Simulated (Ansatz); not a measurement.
Consider the reaction energy. Reaction: 1/4 Si (diamond) + 1/6 WF6 (gas) → 1/6 W (bcc) + 1/4 SiF4 (gas). A negative value means that the right-hand side lies lower.

W (bcc, Im-3m), 1 atom in the cell; spin state with PBE: run without spin, k-point mesh 26×26×26 on the run's own vectors. Conventional cell: a = 3.1837 Å, b = 3.1837 Å, c = 3.1837 Å, α = 90.00°, β = 90.00°, γ = 90.00°.

Si (diamond, Fd-3m), 2 atoms in the cell, k-point mesh 10×10×10 on the run's own vectors. Conventional cell: a = b = c = 5.470 Å, α = β = γ = 90.00°.

An isolated SiF4 molecule (singlet) in a box of 13 × 13 × 14 Å.

An isolated WF6 molecule (singlet) in a box of 15 × 15 × 16 Å.

Computed with Ansatz (plane waves, PAW), its default PAW set, cutoff 420 eV, 500 eV for r2SCAN. The structures are at rest with PBE; other levels are single points on them. HSE06 runs on coarser k-point meshes, mended by the PBE difference between the two meshes. Some cells are metallic or hold partly filled levels, where a hybrid on a coarse mesh is less sure. Neutral cells; Fermi-Dirac smearing of at most 0.10 eV in the solids, energies taken to zero width. The lattices are those relaxed with PBE, so at other levels the solids can be strained, which adds to the spread. A dispersion term (D3(BJ), or D4 for r2SCAN) was computed beside these levels and is taken off wherever the name lacks it. Static lattices, no vibrational contributions. Cells are local rest points, mostly with their start's symmetry. Spin-orbit coupling is left out. No Hubbard U is applied.

Q: What is the computed value (r2SCAN)?

A: -0.83 eV, for 1/4 Si (diamond) + 1/6 WF6 (gas) → 1/6 W (bcc) + 1/4 SiF4 (gas).

Q: How does the value move with the functional?

A: 
```
Functional  value (eV)  less r2SCAN
----------  ----------  -----------
HSE06            -0.92        -0.09
```

The levels span 0.09 eV, from HSE06 (-0.92) to r2SCAN (-0.83).

Ansatz is a first-principles code.
